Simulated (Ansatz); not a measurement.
The parent structure is MgO in the rock salt structure (space group Fm-3m, No. 225; a = 4.214 Å).

Level of theory: Ansatz (an electronic-structure program) PBEsol, scalar-relativistic without spin-orbit coupling.

For the base:

The density is 3.58 g/cm³. The band gap is 4.62 eV. The hole mass is 0.38, 2.1, 2.1 mₑ (at Γ).

Now apply this change: a negative pressure, −1 GPa.

Task: How does this affect the density?

Result: The density decreases by 0.023 g/cm³ to 3.55 g/cm³.

Task: Predict the new band gap.

Result: The band gap drops by 0.06 eV to 4.56 eV.

Task: Predict the new hole mass.

Result: The hole mass (degenerate bands, along [100]) stays 0.38, 2.1, 2.1 mₑ (at Γ).

Load acts through the strain it causes; cell and atoms are relaxed under it. Masses are band curvatures over ±0.01 Å⁻¹ around the edge. No phonon test of stability was made.
